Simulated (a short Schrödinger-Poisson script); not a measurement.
## MOS inversion layer, Si3N4 on p-type Si(111)

Stack: MOS inversion layer, Si3N4 on p-type Si(111), at 300 K.

```csv
layer,material,thickness (nm),Na (cm⁻³)
1,Si3N4,2.2,-
2,Si,630,4.6e17
```

Constants are typed, rounded textbook-type inputs, not results; the design itself was drawn at random and stands for no fabricated device. Si3N4: permittivity 7.5, conduction-band edge (eV) 1.95, gap (eV) 5.1, electron mass (mₑ) 0.5. Si: permittivity 11.7, conduction-band edge (eV) 0, gap (eV) 1.124, Nv at 300 K (cm⁻³) 3.1e19.

Channel valleys (confinement mass, in-plane density-of-states mass, number): Δ6 0.258, 0.358, 6. At the gate the conduction-band edge of layer 1 lies 2.08 eV − eVg above the Fermi level of the channel; the field vanishes at the back. Gaps are held at their typed values at every temperature. Mesh 0.03 nm at interfaces.

From a short Schrödinger-Poisson script (our own, NumPy): 1D Poisson equation in equilibrium, electrons quantum, Hartree (BenDaniel-Duke, 12 states a valley, the channel's in-plane mass for all, wave functions ending at the dielectric), parabolic valleys, classical holes, full ionisation, no traps, pinning or gate leakage.

| Vg (V) | electrons (cm⁻²) | C (μF/cm²) | Δ6 E0 (meV) | Δ6 E1 (meV) |
|---|---|---|---|---|
| -0.05 | 3.26e6 | 0.217 | 408.9 | 495.0 |
| 0.05 | 9.62e7 | 0.205 | 321.2 | 411.5 |
| 0.15 | 2.91e9 | 0.208 | 233.0 | 327.2 |
| 0.25 | 7.42e10 | 0.493 | 149.1 | 247.0 |
| 0.35 | 5.78e11 | 1.29 | 95.7 | 198.1 |
| 0.45 | 1.49e12 | 1.66 | 70.5 | 177.9 |
| 0.55 | 2.58e12 | 1.82 | 55.8 | 168.1 |
| 0.65 | 3.74e12 | 1.92 | 45.4 | 162.5 |
| 0.75 | 4.97e12 | 1.99 | 37.3 | 159.0 |
| 0.85 | 6.23e12 | 2.04 | 30.7 | 156.8 |
| 0.95 | 7.51e12 | 2.08 | 25.1 | 155.4 |

Subbands count from the Fermi level.
